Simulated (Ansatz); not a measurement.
An Ansatz (a quantum-chemistry and plane-wave program) run: TiAl with a change (uniaxial strain ε_zz = −2.50 %); r2SCAN in Ansatz (plane waves to 500 eV, PAW, no SOC).

Input:

Ansatz 0.2 input:
```yaml
crystal:
  lattice:
    - [2.8127090827, 0, 0]
    - [0, 2.8127090827, 0]
    - [0, 0, 3.9600634166]
  atoms:
    - { symbol: Ti, position: [0, 0, 0] }
    - { symbol: Al, position: [0.5, 0.5, 0.5] }
basis: { ecutwfc: 500, ecutrho_ratio: 4, xc_grid: 4, fft_grid_basis: typed }
kpoints: { mp_grid: { grid: [20, 20, 14] } }
hamiltonian:
  xc: r2scan
  dispersion: none
  pseudopotentials: { kind: paw }
scf: { occupations: { method: fermi_dirac, width: 0.1 }, convergence: { dr2_threshold: 0.0000000002 } }
relax: { f_tol: 0.005, max_steps: 50 }
output: { forces: true, stress: true }
checkpoint: { write: state.ck, write_every: 1000 }
```

Output (explanatory and most iteration lines left out):

```
Relaxation: its limit of steps is 50 (relax.max_steps)
Pseudopotential: Ti, paw, valence charge 12
Pseudopotential: Al, paw, valence charge 3
Crystal: 2 atoms, lattice volume = 31.329 Å³
Basis set: ecut = 500 eV, 799 PW (Γ), exchange–correlation on 96×96×120 points (64 copies of the dense FFT grid, shifted against one another)
Bands: 12, of which v1, the nominal top of the filled ones, is band 8 counted from 1 (7 counted from 0)
Symmetry: 16 space group operations
Space group: P4/mmm (ITA 123), of the structure as read, at distance tolerance 3.2e-5 Å
k-points: 528 of 5600
Functional: x = r2scan, c = r2scan; τ floored in thin density (d = 2e-4 eV/Å³)
SCF iter   1: F=—  HF=-3045.666827 eV  |F-HF|=—  |Δ(HF+E_count)|=         —  Δρ=1.09e-2  dr2=3.15e-2  dr2_τ=1.98e-2  ethr=1.77e-3  ⟨swp⟩=4.9  Hψ=32131  notcnv=0
SCF iter   2: F=—  HF=-3045.699626 eV  |F-HF|=—  |Δ(HF+E_count)|=   3.28e-2  Δρ=3.68e-3  dr2=3.16e-3  dr2_τ=5.10e-4  ethr=2.10e-4  ⟨swp⟩=2.2  Hψ=15918  notcnv=0
SCF 1 converged in 8 iterations: F = -3045.700058 eV  dr2 = 3.72e-11
relax step   1: F+E_penalty+E_count = -3045.70005838 eV  Δ(F+E_penalty+E_count) = +0.000e0 eV  max|allowed force component| = 1.972e-31 eV/Å  Δτ_max = 0.0000 Å  (8 SCF iters, accepted)
Crystal: 2 atoms, lattice volume = 31.329 Å³
SCF iter   1: F=—  HF=-3045.700058 eV  |F-HF|=—  |Δ(HF+E_count)|=         —  Δρ=4.36e-7  dr2=3.72e-11  dr2_τ=3.46e-12  ethr=1.00e-12  ⟨swp⟩=1.4  Hψ=34717  notcnv=0
SCF iter   2: F=-3045.700058 eV  HF=-3045.700058 eV  |F-HF|=9.09e-13  |Δ(HF+E_count)|=  1.36e-11  Δρ=2.29e-7  dr2=9.48e-12  dr2_τ=6.71e-13  ethr=1.00e-12  ⟨swp⟩=3.0  Hψ=16526  notcnv=0
SCF 2 converged in 2 iterations: F = -3045.700058 eV  dr2 = 9.48e-12
SCF converged after 2 iterations
Free energy (F): -3045.700058 eV
Internal energy: -3045.647907 eV  (E = F + TS)
E sigma→0 (E₀):  -3045.673983 eV
Entropy (-TS):   -0.052151 eV (-26.076 meV/atom)
Fermi energy:    11.462684 eV
--- Forces (eV/Å), atoms counted from 1 ---
  atom   1  Ti     0.00000000     0.00000000     0.00000000
  atom   2  Al     0.00000000    -0.00000000     0.00000000
--- Stress (GPa, compression-positive) ---
        2.420262       0.000000       0.000000
        0.000000       2.420262       0.000000
        0.000000       0.000000       4.729923
  P = ⅓ Tr σ = 3.1901 GPa (31.901 kbar)
--- Relaxed structure (1 steps of the walk, 1 accepted, 0 SCFs on fresh bases) ---
  atoms:
    - { symbol: Ti, position: [0.0, 0.0, 0.0] }
    - { symbol: Al, position: [0.5, 0.5, 0.5] }
```

Whether these cells are dynamically stable was not tested. The final runs are not spin-polarised. The cell was made from TiAl (space group P4/mmm, No. 123) by this change: uniaxial strain ε_zz = −2.50 %.
